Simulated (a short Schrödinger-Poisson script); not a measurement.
Solved with a short Schrödinger-Poisson script written for these runs: one-band effective-mass equation with BenDaniel-Duke matching, electrons, heavy and light holes apart, hard walls at the outer ends, one valence edge for both holes (no strain splitting), no charge, excitons, band mixing or non-parabolicity; under a field the levels are quasi-bound states of a box, listed while three quarters of their weight lies within 4 nm of the wells.

System: single In0.3Ga0.7N/GaN quantum well.

From the first side: 12 nm GaN; 5 nm In0.3Ga0.7N, built-in field 3700 kV/cm; 12 nm GaN.

The device is made up for the run: typed textbook-type constants, with dimensions and the other settings drawn at random. In0.3Ga0.7N: direct gap (eV) 2.326, conduction-band edge (eV) 0, electron mass (mₑ) 0.161, heavy-hole mass 1.7, light-hole mass 0.3. GaN: direct gap (eV) 3.43, conduction-band edge (eV) 0.773, electron mass (mₑ) 0.2, heavy-hole mass 1.9, light-hole mass 0.33.

The valence-band edge of each layer lies one gap below its conduction-band edge. The electron's potential energy rises along the stack by the applied field and, inside the well alone, by the built-in field (unscreened; none in the barriers). Mesh 0.03 nm at interfaces.

Give the e1-hh1 transition at zero applied field (eV); the shift of e1-hh1 at 180 kV/cm (meV); the squared e1-hh1 overlap at zero applied field.

e1-hh1 transition at zero applied field (eV): 1.206; shift of e1-hh1 at 180 kV/cm (meV): -75.7; squared e1-hh1 overlap at zero applied field: 1e-5. Excitons, screening of the built-in field, fields in the barriers and alloy fluctuations are left out, and strain enters only through the typed gaps and offsets, so measured lines lie elsewhere.
